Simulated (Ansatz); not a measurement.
## SiC: energy against volume

SiC (zinc blende, F-43m, 10.338 Å³/atom and stress up to 0.01 GPa in the relaxed cell, cube axes along x, y and z) under hydrostatic pressure, with the cell free. PBEsol in Ansatz, a plane-wave DFT program (PAW, default set), 420 eV, 13×13×13 Γ-centred mesh, Fermi-Dirac smearing 0.05 eV; ions are relaxed, or left where forces stay under 0.02 eV/Å, within the symmetry of each cell.

Here V stands for volume and E for E less E0.

```csv
volume (Å³/atom),E less E0 (meV/atom),pressure (GPa)
10.4321,0.58,-1.98
10.3839,0.13,-0.98
10.3379,0.00,-0.01
10.2965,0.11,0.89
10.2424,0.60,2.09
10.1382,2.75,4.48
9.9546,10.44,9.00
9.7332,?,?
```

Taking the third-order Birch-Murnaghan form, a cubic in V^(-2/3) for E over the 7 complete rows: With u = V^(-2/3) - 0.2119, the rows have u = -0.0024475, -0.0017999, -0.0011771, -0.0006126, 0.0001307, 0.0015811, 0.0041980. Least squares gives E = 0.493 + 852.5·u + 362342·u² - 230502·u³. Residuals (row less fit): 0.000, -0.004, 0.008, 0.003, -0.011, 0.004, 0.000; standard error 0.009 (degrees of freedom: 3). Its minimum lies at u = -0.0011751, so V0 = (0.2107249)^(-3/2) = 10.34. There d²E/du² = 726300 and d³E/du³ = -1383000, so B0 = (4/9) × 10.34^(-7/3) × 726300 × 0.160218 = 222 GPa (the last factor turns the table's units into GPa), and B0' = 4 + (2/3) × 0.2107249 × (-1383000)/726300 = 3.7. B0' rests on the cubic coefficient alone and has a standard error of 0.6 from these residuals.

Estimate the missing E (V = 9.7332); what did the run itself give?

u = 0.0074628, so E = 0.493 + 852.5 × 0.0074628 + 362342 × 0.0074628² - 230502 × 0.0074628³ = 26.939 meV/atom. The calculation gives 26.93 meV/atom, 0.009 meV/atom below the prediction (0.0 % of the range of E in the table). The row lies outside the fitted rows, so this is an extrapolation. From the scatter of the fitted rows alone, a prediction at this place has a standard error of 0.121 meV/atom, so the miss is 0.1 times that.

Other structures, which can take over under pressure, weren't tried. The same form fitted to the pressure column gives B0' = 3.9; series where the two differ by over 0.4 aren't shown. Rows are the converged runs of the series near zero and its far end, less any whose ions stayed unrelaxed beside relaxed ones; series whose fitted rows scatter by over a few per cent of the range, as at a crossing or softening among them, aren't shown in this form.
